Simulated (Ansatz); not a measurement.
The parent structure is Rb$_{3}$P (space group Fm-3m, No. 225; a = 8.213 Å; a model cell, its experimental status unchecked). Axes: x, y, z lie along the cube axes.

Computed with PBEsol in Ansatz (plane waves to 420 eV, PAW, scalar-relativistic without spin-orbit coupling).

For the base:

The band gap comes out as 0.59 eV and the pressure is 0.01 GPa.

The change: a pure shear with ε_xy = ε_yx = 0.0273; the atoms relax in the strained cell.

Question: Estimate the effect on the energy relative to the base.

Answer: The energy increases by 4.1 meV/atom.

Question: Estimate the effect on the band gap.

Answer: The band gap shrinks by 0.04 eV, from 0.59 eV to 0.55 eV.

Question: Estimate the effect on the pressure.

Answer: The pressure (mean of the normal stresses, compression positive) goes up by 0.08 GPa, from 0.01 GPa to 0.09 GPa.

No phonon test of stability was made.

Ansatz is a quantum-chemistry and plane-wave program.
